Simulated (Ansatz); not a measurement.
Effect of Pt on a C site, symmetric start on ZrC

The parent structure is a 16-atom supercell of ZrC in the rock salt structure (space group Fm-3m, No. 225; a = 4.709 Å) at its relaxed geometry.

Now apply this change: a neutral Pt on a C site, symmetric start, atoms relaxed at fixed cell.

Level of theory: Kohn–Sham DFT with the PBE functional, run in Ansatz (a quantum-chemistry and plane-wave program) with PAW and 420 eV plane waves, no spin-orbit coupling. Γ-centred 6×6×6 mesh, Fermi–Dirac width 0.05 eV.

```yaml
pressure: 19.4 GPa (base 0.0 GPa)
energy_gained_by_relaxation: 2.57 eV
largest_displacement_of_a_host_atom_from_its_site_in_the_perfect_cell: 0.14 Å
mean_distance_from_the_defect_site_to_its_nearest_host_atoms: 249 pm (base 235 pm)
```

In so small a cell the defect repeats every few ångströms: this is an ordered compound, not a dilute defect. The defect started on the symmetric site and kept its symmetry, so it may sit on a saddle. All final runs are without spin polarisation. The defect cell is not spin-polarised.
